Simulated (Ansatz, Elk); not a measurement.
An Elk input for a self-consistent single point of BaHfO₃ (Pm-3m, 5 atoms in the cell) (DFT, PBE, spin-orbit coupling in second variation, all-electron FP-LAPW, Elk's shipped species files, default APW+lo basis):

```
tasks
  0

xctype
  20

spinorb
  .true.

rgkmax
  7.0

lmaxi
  3

nempty
  10

stype
  3

swidth
  0.000734986

scale
  1.889726125

avec
    4.1224620000    0.0000000000    0.0000000000
    0.0000000000    4.1224620000    0.0000000000
    0.0000000000    0.0000000000    4.1224620000

sppath
  './'

atoms
  3   : nspecies
  'Ba.in'   : spfname
  1   : natoms; atposl, bfcmt below
  0.0000000000  0.0000000000  0.0000000000    0.0 0.0 0.0
  'Hf.in'   : spfname
  1   : natoms; atposl, bfcmt below
  0.5000000000  0.5000000000  0.5000000000    0.0 0.0 0.0
  'O.in'   : spfname
  3   : natoms; atposl, bfcmt below
  0.5000000000  0.0000000000  0.5000000000    0.0 0.0 0.0
  0.0000000000  0.5000000000  0.5000000000    0.0 0.0 0.0
  0.5000000000  0.5000000000  0.0000000000    0.0 0.0 0.0

ngridk
  6 6 6
```

Q: Give the Ansatz (a quantum-chemistry and plane-wave program) input for the same structure, mesh, smearing and functional.

A: This is the input that was run; spellings and numerical settings could be chosen otherwise.

Ansatz 0.2 input:
```yaml
crystal:
  lattice:
    - [4.122462, 0.000000, 0.000000]
    - [0.000000, 4.122462, 0.000000]
    - [0.000000, 0.000000, 4.122462]
  atoms:
    - { symbol: Ba, position: [0.000000, 0.000000, 0.000000] }
    - { symbol: Hf, position: [0.500000, 0.500000, 0.500000] }
    - { symbol: O, position: [0.500000, 0.000000, 0.500000] }
    - { symbol: O, position: [0.000000, 0.500000, 0.500000] }
    - { symbol: O, position: [0.500000, 0.500000, 0.000000] }
basis:
  ecutwfc: 420.0
kpoints:
  mp_grid: { grid: [6, 6, 6] }
hamiltonian:
  xc: pbe
  pseudopotentials: { kind: paw }
magnetization:
  noncollinear: true
  spin_orbit: true
scf:
  occupations: { method: fermi_dirac, width: 0.02 }
output:
  forces: true
  eigenvalues: true
  stress: true
```

Basis settings and potentials, where a program has them, do not carry over. This input uses DFT, PBE with spin-orbit coupling, plane waves, default PAW files. Both were run: gap on the mesh 3.571 eV in Elk and 3.616 in Ansatz; size of the net moment 0.00 μB/atom in Elk and 0.00 in Ansatz.

On Elk: the starting cell has typed, rounded lattice constants, without a prior relaxation at this level. Its lattice was rescaled by a random factor within 2.5 % of one. Values depend on the basis (sphere radii, cutoffs, local orbitals), which need not be converged.

On Ansatz: the starting cell has typed, rounded lattice constants, without a prior relaxation at this level. Its lattice was rescaled by a random factor within 2.5 % of one. With a pressure of about 11 GPa the cell is away from its equilibrium volume at this level.
